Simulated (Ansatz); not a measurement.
Defect migration in rock-salt TiN: interstitial B, neutral cell. Method: PBE, PAW (plane waves to 420 eV; Ansatz, a quantum-chemistry and plane-wave program).

Cell of 64 host sites held at the relaxed PBE lattice; a 2×2×2 k-point mesh shifted by half a step; Fermi-Dirac width 0.10 eV, spin-restricted; finite-size errors left in. Static, classical nuclei. Sites that were not tried may lie lower.

Barriers: single points on a 4×4×4 k-point mesh shifted by half a step at the bands' geometries (they differ from the bands' own by up to 0.12 eV, and are uncertain by about as much).

The step: a concerted move, in which B travels most. Atoms about the jump, Cartesian Å from the middle of the jump, before and after:

```tsv
atom	x0	y0	z0	x1	y1	z1
B1	0.00	-1.06	0.00	0.00	1.06	0.00
N2	-0.92	-0.13	0.92	-0.92	0.13	0.92
N3	0.92	-0.13	-0.92	0.92	0.13	-0.92
Ti4	1.25	0.19	1.25	1.25	-0.19	1.25
Ti5	-1.25	0.19	-1.25	-1.25	-0.19	-1.25
N6	0.92	-1.98	0.92	1.08	-2.18	1.08
N7	1.08	2.18	1.08	0.92	1.98	0.92
N8	-0.92	-1.98	-0.92	-1.08	-2.18	-1.08
N9	-1.08	2.18	-1.08	-0.92	1.98	-0.92
Ti10	1.25	-2.31	-1.25	1.05	-2.16	-1.05
Ti11	-1.25	-2.31	1.25	-1.05	-2.16	1.05
Ti12	1.05	2.16	-1.05	1.25	2.31	-1.25
Ti13	-1.05	2.16	1.05	-1.25	2.31	1.25
Ti14	-1.05	0.00	3.22	-1.05	0.00	3.22
Ti15	3.22	0.00	-1.05	3.22	0.00	-1.05
Ti16	1.05	0.00	-3.22	1.05	0.00	-3.22
Ti17	-3.22	0.00	1.05	-3.22	0.00	1.05
N18	3.24	0.02	1.08	3.24	-0.02	1.08
N19	1.08	0.02	3.24	1.08	-0.02	3.24
N20	-3.24	0.02	-1.08	-3.24	-0.02	-1.08
N21	-1.08	0.02	-3.24	-1.08	-0.02	-3.24
N22	-1.08	-2.14	3.24	-1.06	-2.11	3.17
N23	3.24	-2.14	-1.08	3.17	-2.11	-1.06
N24	3.17	2.11	-1.06	3.24	2.14	-1.08
N25	-1.06	2.11	3.17	-1.08	2.14	3.24
N26	-3.24	-2.14	1.08	-3.17	-2.11	1.06
N27	1.08	-2.14	-3.24	1.06	-2.11	-3.17
N28	-3.17	2.11	1.06	-3.24	2.14	1.08
N29	1.06	2.11	-3.17	1.08	2.14	-3.24
Ti30	3.22	-2.11	1.05	3.20	-2.15	1.06
Ti31	1.05	-2.11	3.22	1.06	-2.15	3.20
Ti32	3.20	2.15	1.06	3.22	2.11	1.05
Ti33	1.06	2.15	3.20	1.05	2.11	3.22
```

Task: Give the saddle-point geometry and the barrier.

Result: 
| atom | x | y | z |
|---|---|---|---|
| B1 | 0.01 | 0.00 | 0.01 |
| N2 | -0.98 | 0.01 | 0.97 |
| N3 | 0.98 | 0.01 | -0.98 |
| Ti4 | 1.40 | 0.01 | 1.40 |
| Ti5 | -1.38 | 0.01 | -1.39 |
| N6 | 1.10 | -2.09 | 1.09 |
| N7 | 1.10 | 2.10 | 1.09 |
| N8 | -1.09 | -2.09 | -1.10 |
| N9 | -1.09 | 2.10 | -1.10 |
| Ti10 | 1.05 | -2.24 | -1.05 |
| Ti11 | -1.04 | -2.24 | 1.05 |
| Ti12 | 1.05 | 2.25 | -1.05 |
| Ti13 | -1.04 | 2.25 | 1.05 |
| Ti14 | -1.05 | 0.01 | 3.22 |
| Ti15 | 3.22 | 0.01 | -1.06 |
| Ti16 | 1.06 | 0.01 | -3.22 |
| Ti17 | -3.21 | 0.01 | 1.05 |
| N18 | 3.32 | 0.01 | 1.09 |
| N19 | 1.10 | 0.01 | 3.31 |
| N20 | -3.30 | 0.01 | -1.10 |
| N21 | -1.09 | 0.01 | -3.31 |
| N22 | -1.04 | -2.12 | 3.16 |
| N23 | 3.16 | -2.12 | -1.05 |
| N24 | 3.16 | 2.13 | -1.05 |
| N25 | -1.04 | 2.13 | 3.16 |
| N26 | -3.15 | -2.12 | 1.04 |
| N27 | 1.05 | -2.12 | -3.16 |
| N28 | -3.15 | 2.13 | 1.04 |
| N29 | 1.05 | 2.13 | -3.16 |
| Ti30 | 3.22 | -2.12 | 1.06 |
| Ti31 | 1.07 | -2.12 | 3.21 |
| Ti32 | 3.22 | 2.13 | 1.06 |
| Ti33 | 1.07 | 2.13 | 3.21 |
It lies 1.15 eV above the start and 1.15 eV above the end. The saddle point's order was not checked, and it lies on a symmetry element of the cell, where a band can be held.
